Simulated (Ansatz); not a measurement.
End structure of a constructed model of the (110) surface of bcc Nb, a pseudomorphic layer of Si in the host's stacking (bottom of the slab: a bare face, its two planes held):

```yaml
crystal:
  lattice:
    - [2.86732, 0.00000, 0.00000]
    - [-0.95577, 2.70334, 0.00000]
    - [0.00000, 0.00000, 30.50000]
  atoms:
    - { symbol: Nb, position: [0.50000, 0.50000, 0.26967] }
    - { symbol: Nb, position: [0.00000, 0.00000, 0.34643] }
    - { symbol: Nb, position: [0.50000, 0.50000, 0.42314] }
    - { symbol: Nb, position: [0.00000, 0.00000, 0.49987] }
    - { symbol: Nb, position: [0.50000, 0.50000, 0.57653] }
    - { symbol: Nb, position: [0.00000, 0.00000, 0.65352] }
    - { symbol: Si, position: [0.50000, 0.50000, 0.72179] }
```

Model: 7-atom slab, 14.1 Å thick at the start, 14x14x1 mesh, Fermi-Dirac 0.1 eV, dipole correction, 2 atoms held, the rest relaxed; symmetry of the start imposed; no spin, no spin-orbit, no U. It is one candidate, not shown to be the stable structure of the face.

What is the computed work function of the top face (PBE in Ansatz, an electronic-structure program)?

5.24 eV
